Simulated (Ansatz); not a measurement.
## ZnSe (model structure, started from the BeO type, P4₂/mnm, No. 136, 8 atoms in the cell)

These are LDA in Ansatz (plane waves, PAW) values and carry that method's errors.

Numerical settings: plane-wave cutoff 520 eV, 6×6×10 k mesh (along the axes of the cell as run), Fermi–Dirac smearing 0.01 eV, scalar-relativistic PAW data made under PBE.

Cell (relaxed at this level):

```
CELL_PARAMETERS angstrom
      6.77528     0.00000     0.00000
      0.00000     6.77528     0.00000
      0.00000     0.00000     3.95694
ATOMIC_POSITIONS crystal
  Zn 0.32602 0.67398 0.00000
  Zn 0.67398 0.32602 0.00000
  Zn 0.82602 0.82602 0.50000
  Zn 0.17398 0.17398 0.50000
  Se 0.31348 0.31348 0.00000
  Se 0.68652 0.68652 0.00000
  Se 0.18652 0.81348 0.50000
  Se 0.81348 0.18652 0.50000
```

For ZnSe (model structure, started from the BeO type, P4₂/mnm, No. 136, 8 atoms in the cell), the band gap is 1.39 eV (on the SCF k mesh) and the bulk modulus B0 comes out as 64.3 GPa.

Note: the bulk modulus is −V dP/dV from two relaxed cells at ±2 % in volume; the relaxation could raise the start's symmetry but not lower it, so the cell can be a saddle point.

Spin–orbit coupling is not included.

The computed numbers hold no vibrational or temperature effects.

Computing time: roughly 7 core-minutes.

A model structure was made by putting elements into a prototype or built by hand; it is no filed structure, need not be a known phase, and can be a saddle point held by its symmetry.

Ansatz is a quantum-chemistry and plane-wave program.
